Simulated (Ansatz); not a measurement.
**How far PBE and PBEsol part for hypothetical cubic perovskite SrSnSe3, pressure 1.5 GPa**

Start from SrSnSe3 in the cubic perovskite structure (space group Pm-3m, No. 221; a = 5.323 Å; a hypothetical phase, not in the database extracts checked).

(Cell as relaxed with PBE.)

Levels (all Ansatz, a first-principles code, PAW): PBE (420 eV, no SOC); PBEsol (420 eV, no spin-orbit coupling).

Each level relaxes its own structure.

```
base                      PBE    PBEsol
-------------------  --------  --------
volume per atom      30.16 Å³  28.78 Å³
lattice parameter a   5.323 Å   5.240 Å
band gap                 zero      zero
```

Now apply this change: cell and atoms relaxed at a pressure of 1.5 GPa.

```
quantity                           PBE   PBEsol
-----------------------------  -------  -------
shortest interatomic distance  2.634 Å  2.596 Å
band gap                          zero     zero
```

PBE's shortest interatomic distance lies 0.038 Å above PBEsol's (1.5 %); the two agree on the band gap. Neither level is exact; PBEsol is the comparison here, not a measurement.

Load acts through the strain it causes; cell and atoms are relaxed under it. Stability against distortions was not tested. All final runs are without spin polarisation. Many cubic perovskites are stable only at high temperature; tilts and polar distortions were not tested.
